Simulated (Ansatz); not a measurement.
An Ansatz (a program for electronic structure) input (DFT with PBEsol-D3(BJ), PAW potentials and a 420 eV plane-wave cutoff in Ansatz, scalar-relativistic without spin-orbit coupling):

Ansatz 0.2 input:
```yaml
crystal:
  lattice:
    - [3.6619098248, 0, 0]
    - [-1.8309549124, 3.1713069347, 0]
    - [0, 0, 5.8416680897]
  atoms:
    - { symbol: Zr, position: [0, 0, 0] }
    - { symbol: Se, position: [0.3333333333, 0.6666666667, 0.2750269453] }
    - { symbol: Se, position: [0.6666666667, 0.3333333333, 0.7249730547] }
basis: { ecutwfc: 420, ecutrho_ratio: 4, xc_grid: 2, fft_grid_basis: typed }
kpoints: { mp_grid: { grid: [15, 15, 8] } }
hamiltonian:
  xc: pbesol
  dispersion: d3bj
  pseudopotentials: { kind: paw }
scf: { occupations: { method: fermi_dirac, width: 0.05 }, convergence: { dr2_threshold: 0.0000000003 } }
output: { forces: true, stress: true }
```

Q: Which symmetry and how many k-points will the program report, and about how many plane waves at Γ?

A: Space group P-3m1 (ITA 164) with 12 operations, k-points 192 of 1800, and 1327 plane waves at Γ.

Whether these cells are dynamically stable was not tested. All final runs are without spin polarisation. The cell is ZrSe2 in the CdI2 type structure (space group P-3m1, No. 164; layered, stacked along the Cartesian z axis).
